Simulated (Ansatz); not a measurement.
The reference is InSb in the zinc blende structure (space group F-43m, No. 216; a = 6.5559 Å). Axes: x, y, z lie along the cube axes.

The values are results of r2SCAN (Ansatz, an electronic-structure program; PAW; 500 eV plane waves; scalar-relativistic without spin-orbit coupling), not measurements.

Base values:

Valley order: Γ 0.02 eV; L along ⟨111⟩ 0.77 eV; a point along ⟨100⟩, about 0.8 Å⁻¹ from Γ 1.48 eV
Shortest interatomic distance: 2.839 Å

Now apply this change: compressive biaxial strain of 1.22 % in the plane normal to [111], as in epitaxy on a mismatched substrate; the out-of-plane cell vector and the atoms relax.

Problem. How does this affect the valence-band top at Γ, valley order, energy relative to the base and shortest interatomic distance?

Solution. The valence-band top at Γ (three highest levels, from the VBM) amounts to 0.00, 0.00, -0.15 eV; the valley order (the lowest conduction-band minima on the path, energy above the VBM, named in the base's zone) goes from Γ 0.02 eV; L along ⟨111⟩ 0.77 eV; a point along ⟨100⟩, about 0.8 Å⁻¹ from Γ 1.48 eV to Γ 0.08 eV; L along [1-11] 0.70 eV; L along [111] 0.93 eV; a point along [100], about 0.8 Å⁻¹ from Γ 1.39 eV; the energy goes up by 3.1 meV/atom; the shortest interatomic distance shrinks by 0.020 Å to 2.819 Å.

With Sb present, leaving out spin-orbit coupling can change the band edges. The levels and masses belong to the bands next to the band gap. Whether these cells are dynamically stable was not tested. All final runs are without spin polarisation.
